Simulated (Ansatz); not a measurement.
The parent structure is GaN in the wurtzite structure (space group P6_3mc, No. 186).

```
CELL_PARAMETERS angstrom
      3.15179     0.00000     0.00000
     -1.57589     2.72953     0.00000
      0.00000     0.00000     5.13834
ATOMIC_POSITIONS crystal
  Ga 0.33333 0.66667 0.00030
  Ga 0.66667 0.33333 0.50030
  N  0.33333 0.66667 0.37670
  N  0.66667 0.33333 0.87670
```

Cartesian axes are those of the cell as printed.

The values are results of LDA (Ansatz, a first-principles code, PAW, without spin-orbit coupling), not measurements.

For the base:

Pressure: 0.00 GPa
Band gap: 2.13 eV

The change: the cell is compressed by 1.20 % along x with no lateral relaxation; the atoms relax in the strained cell.

Q: How does this affect the pressure?

A: The pressure (mean of the normal stresses, compression positive) goes from zero to 2.50 GPa.

Q: Estimate the effect on the band gap.

A: The band gap grows by 0.02 eV (2.13 eV → 2.15 eV).

Stability against distortions was not tested.
